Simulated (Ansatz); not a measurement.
Ansatz (a program for electronic structure) run on K2Pt (Fm-3m, 3 atoms in the cell): dielectric-response calculation.

Level of theory: LDA (PW92), default PAW files made with PBE (plane waves; Ansatz).

```
K2Pt
1.0
    0.00000     3.77012     3.77012
    3.77012     0.00000     3.77012
    3.77012     3.77012     0.00000
K Pt
2 1
Direct
  0.75000   0.75000   0.75000
  0.25000   0.25000   0.25000
  0.00000   0.00000   0.00000
```

Reference input (self-consistent single point, DFT, LDA (PW92), plane waves, default PAW files made with PBE): basis.ecutwfc = 420 eV; kpoints.mp_grid.grid = 6 6 6; hamiltonian.xc = lda; hamiltonian.pseudopotentials = {kind: paw} (the program's default PAW files); scf.occupations.method = fermi_dirac; scf.occupations.width = 0.05 eV. This run's input differs from it in these lines:

Ansatz 0.2 input:
```diff
@@ -13,3 +13,3 @@
 kpoints:
-  mp_grid: { grid: [6, 6, 6] }
+  mp_grid: { grid: [11, 11, 11] }
 hamiltonian:
@@ -18,7 +18,5 @@
 scf:
-  occupations: { method: fermi_dirac, width: 0.05 }
-output:
-  forces: true
-  eigenvalues: true
-  stress: true
+  occupations: { method: fixed }
+dielectric:
+  field_mesh: kpoints
```

Output (repeated stretches shortened):

```
SCF iter   1: F=—  HF=-15237.111064 eV  |F-HF|=—  |Δ(HF+E_count)|=         —  Δρ=4.18e-3  dr2=8.70e-3  ethr=1.77e-3  ⟨swp⟩=4.9  Hψ=11034  notcnv=0  defer=218
all-band conjugate gradients solve this SCF's bands
preconditioner: auto → none
SCF iter   2: F=—  HF=-15237.110476 eV  |F-HF|=—  |Δ(HF+E_count)|=   5.89e-4  Δρ=2.33e-3  dr2=4.85e-3  ethr=2.42e-5  ⟨swp⟩=2.3  Hψ=5328  notcnv=0  defer=237
   [... lines left out ...]
SCF iter   5: F=—  HF=-15237.109771 eV  |F-HF|=—  |Δ(HF+E_count)|=   1.18e-6  Δρ=3.41e-5  dr2=1.51e-6  ethr=1.07e-7  ⟨swp⟩=2.3  Hψ=4472  notcnv=0  defer=49
SCF iter   6: F=—  HF=-15237.109772 eV  |F-HF|=—  |Δ(HF+E_count)|=   8.49e-7  Δρ=1.10e-5  dr2=1.52e-7  ethr=4.18e-9  ⟨swp⟩=2.0  Hψ=3527  notcnv=0
SCF iter   7: F=—  HF=-15237.109772 eV  |F-HF|=—  |Δ(HF+E_count)|=   1.82e-8  Δρ=2.13e-6  dr2=7.69e-9  ethr=4.21e-10  ⟨swp⟩=2.0  Hψ=3393  notcnv=0
SCF iter   8: F=-15237.109772 eV  HF=-15237.109772 eV  |F-HF|=9.09e-12  |Δ(HF+E_count)|=   1.14e-9  Δρ=1.20e-7  dr2=8.88e-12  ethr=1.00e-12  ⟨swp⟩=3.9  Hψ=11486  notcnv=0
SCF 1 converged in 8 iterations: F = -15237.109772 eV  dr2 = 8.88e-12
DFPT response loops at Γ: preconditioner auto → none (the input reference at scf.mixing.eps_inf says where Resta's filter doesn't serve); β = 0.50 …
Free energy (F): -15237.109772 eV
Internal energy: -15237.109772 eV  (E = F + TS)
E sigma→0 (E₀):  -15237.109772 eV
Fermi energy:    4.332403 eV
--- Dielectric response (ions clamped): 1 representative field direction + reference, on 126 of 1331 k-points (Σ response iterations 8) ---
  k mesh reduced under 8 symmetry operations, with k and −k counted as one. Each operation leaves every solved perturbation unchanged …
  ε∞ (high-frequency dielectric tensor):
        5.009651    -0.000000    -0.000000
   [... lines left out ...]
        -0.00000    0.95767    0.00000
         0.00000   -0.00000    0.95767
    site 2:
        -1.91535   -0.00000    0.00000
         0.00000   -1.91535   -0.00000
         0.00000    0.00000   -1.91535
  Z* charge neutrality: 5.810e-5 e pre-enforcement
  k-mesh period / interband length: 58.6 Å / 2.09 Å = 28.11 at k = (0.0000, 0.0909, -0.4545), direct gap 1.502 eV — 14 or more, which is no proof of convergence
```

The run converged in 8 iterations. 

Summary of the result:
- Free energy E − TS (on the zero of these files) = -15237.1098 eV
- Top of the valence band (on the code's own zero) = 4.33 eV
- Gap on the k-point mesh = 1.38 eV
- ε∞ at this k-point mesh, which may be far from converged in small-gap cells (xx, yy, zz) = 5.01, 5.01, 5.01
- Born charges at this mesh (mean of the diagonal, e) = K 0.96, K 0.96, Pt -1.92

The starting cell comes from a database of computed structures (which also holds hypothetical and non-ambient phases and stackings), without a prior relaxation at this level. Its lattice was rescaled by up to half a per cent. Spin-orbit coupling is off.

Cost on one core of a shared machine: roughly 60 s.
